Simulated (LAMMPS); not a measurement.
MD from the crystal across the composition of HfO2 (fluorite) with a share x of Hf sites Yb; each row has its own temperature.

Level of theory: classical MD, Buckingham potential of Lewis and Catlow, J. Phys. C 18, 1149 (1985), first set, used with rigid ions (no shells), PPPM sums, short-range terms cut at 10 Å, modified for these runs by an r^-4 repulsive force inside the short-range force's maximum, run in LAMMPS.

```tsv
x	volume	state	enthalpy	self-diffusion coefficient of O (not corrected for cell size)	T (K)
0.08	11.735 ± 0.001 Å³/atom	crystal in place, with slow hops of O within 100 ps	-35.7857 ± 0.0007 eV/atom	(9 ± 2) × 10^-7 cm²/s	2000
0.16	12.115 ± 0.002 Å³/atom	superionic: O diffuses in a host lattice that stays in place	-34.989 ± 0.002 eV/atom	(2.7 ± 0.2) × 10^-6 cm²/s	2500
0.3	12.554 ± 0.003 Å³/atom	superionic: O diffuses in a host lattice that stays in place	-33.776 ± 0.001 eV/atom	(2.73 ± 0.10) × 10^-6 cm²/s	2500
```

Caution: the potential ionic pair potential lewis1985a is fitted to static crystal properties with a polarisable anion, which is rigid here.

Caution: the random arrangement on this lattice is imposed, and need not be a phase that exists in equilibrium.

Caution (rows 0.16; 0.3): a run this short can hold a crystal over, or a liquid under, the potential's own melting point, which these runs don't give.

States go by the mean squared displacement: a species diffuses where it passes 1.5 Å², still rises and gives D over 1e-6 cm²/s; a crystal has left its structure where atoms lie 0.35 Å off their sites on average or a cubic box changes its shape by 3 %, or the axial ratios of another lie 8 % off the starting cell's, which the potential's own relaxation can also do.

Errors of D are the spread over four groups of atoms in one short run; a floor of about 5 %, a picked value, is safer.

Uncertainties are statistical and leave out the potential's own error.
